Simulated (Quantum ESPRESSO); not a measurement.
Worked example: self-consistent single point of HgS (F-43m, 2 atoms in the cell) in Quantum ESPRESSO.

Method: PBE, GBRV 1.5 ultrasoft (PBE) pseudopotentials (plane waves; Quantum ESPRESSO).

The change in words: lattice scaled by 0.98. Reference geometry:
```xyz
2
Lattice="0.0000 2.9236 2.9236 2.9236 0.0000 2.9236 2.9236 2.9236 0.0000" Properties=species:S:1:pos:R:3 pbc="T T T"
Hg     0.0000     0.0000     0.0000
S      1.4618     1.4618     1.4618
```

Reference input (self-consistent single point, DFT, PBE, plane waves, GBRV 1.5 ultrasoft (PBE) pseudopotentials): ecutwfc = 40 Ry; ecutrho = 200 Ry; occupations = smearing; smearing = fermi-dirac; degauss = 0.0036749 Ry; potentials = {Hg: hg_pbe_v1.uspp.F.UPF, S: s_pbe_v1.4.uspp.F.UPF}; K_POINTS = automatic 13 13 13 0 0 0; conv_thr = 1e-10 Ry; mixing_beta = 0.5. This run's input differs from it in these lines:

```diff
@@ -26,8 +26,8 @@
 CELL_PARAMETERS bohr
-   0.00000000     5.52486944     5.52486944
-   5.52486944     0.00000000     5.52486944
-   5.52486944     5.52486944     0.00000000
+   0.00000000     5.41437148     5.41437148
+   5.41437148     0.00000000     5.41437148
+   5.41437148     5.41437148     0.00000000
 ATOMIC_POSITIONS angstrom
 Hg    0.00000000    0.00000000    0.00000000
-S     1.46181750    1.46181750    1.46181750
+S     1.43258100    1.43258100    1.43258100
 K_POINTS automatic
```

The program printed (abridged):

```
     Self-consistent Calculation

     iteration #  1     ecut=    40.00 Ry     beta= 0.50

     Threshold (ethr) on eigenvalues was too large:
     Diagonalizing with lowered threshold

     total energy              =    -131.85316734 Ry
     estimated scf accuracy    <       0.10199714 Ry

     iteration #  2     ecut=    40.00 Ry     beta= 0.50

     total energy              =    -131.87867933 Ry
     estimated scf accuracy    <       0.01684414 Ry

     iteration #  3     ecut=    40.00 Ry     beta= 0.50

     total energy              =    -131.88190573 Ry
     estimated scf accuracy    <       0.00124555 Ry

   [... 5 blocks of this kind left out ...]

     iteration #  9     ecut=    40.00 Ry     beta= 0.50

     total energy              =    -131.88201183 Ry
     estimated scf accuracy    <          1.7E-10 Ry

     iteration # 10     ecut=    40.00 Ry     beta= 0.50
     End of self-consistent calculation

     the Fermi energy is     7.8074 ev

!    total energy              =    -131.88201183 Ry
     estimated scf accuracy    <          1.7E-12 Ry
     smearing contrib. (-TS)   =      -0.00001531 Ry
     internal energy E=F+TS    =    -131.88199652 Ry

     convergence has been achieved in  10 iterations

     Forces acting on atoms (cartesian axes, Ry/au):

     atom    1 type  1   force =     0.00000000    0.00000000    0.00000000
     atom    2 type  2   force =     0.00000000    0.00000000    0.00000000

     Total force =     0.000000     Total SCF correction =     0.000000

          total   stress  (Ry/bohr**3)                   (kbar)     P=       97.02
   0.00065951  -0.00000000  -0.00000000           97.02       -0.00       -0.00
  -0.00000000   0.00065951   0.00000000           -0.00       97.02        0.00
  -0.00000000  -0.00000000   0.00065951           -0.00       -0.00       97.02

   JOB DONE.
```

The run converged in 10 iterations. Against the reference run the free energy goes up by 64.7 meV/atom and the pressure goes from 4.67 to 9.70 GPa.

The starting cell comes from a database of computed structures (which also holds hypothetical and non-ambient phases and stackings), without a prior relaxation at this level. Its lattice was rescaled by a random factor within 2.5 % of one. For this run, on top of that: lattice scaled by 0.98. With a pressure of about 10 GPa the cell is away from its equilibrium volume at this level. The run gives no clean gap (levels at the Fermi energy touch, overlap or are partly filled at this smearing), which alone does not show that the compound is a metal.
